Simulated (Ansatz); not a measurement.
Given:

End structure of F on the 1x1 (111) surface of fcc Ir, one in a 2x1 cell, started at the site 'bridge Ir-Ir (span 2.7 Å)':

```xyz
9
Lattice="5.4744 0.0000 0.0000 -1.3686 2.3705 0.0000 0.0000 0.0000 26.0000" Properties=species:S:1:pos:R:3 pbc="T T T"
Ir     0.0000     1.5803     9.7031
Ir     2.7372     1.5803     9.7031
Ir     1.3686     0.7902    11.8962
Ir     4.1058     0.7902    11.8962
Ir    -0.0105    -0.0060    14.1112
Ir     2.7427     0.0032    14.1365
Ir    -0.0032     1.5785    16.2672
Ir     2.7406     1.5823    16.3362
F      2.7300     1.5761    18.2644
```

Set-up: 9 atoms, 6.6 Å thick at the start under the adsorbate (thin: gaps and levels are the slab's own); mesh 6x12x1; 0.1 eV smearing; dipole correction on; 4 atoms held, the rest relaxed; symmetry of the start imposed; no spin, no spin-orbit, no U, no dispersion correction. At the end it is bonded to Ir. In PBE it is, or lies within 0.03 eV of, the lowest of the starts that converged.

A negative adsorption energy means that the adsorbate is more stable on the surface than in its reference.

What change of the step from the bottom to the top vacuum level, against the clean slab does PBE (Ansatz, a program for electronic structure) give?

2.04 eV

What is the computed change of the work function (PBE)?

2.09 eV

What adsorption energy against ½ F2(g) does PBE give?

-211 kJ/mol

What work function of the top face does PBE give?

7.58 eV
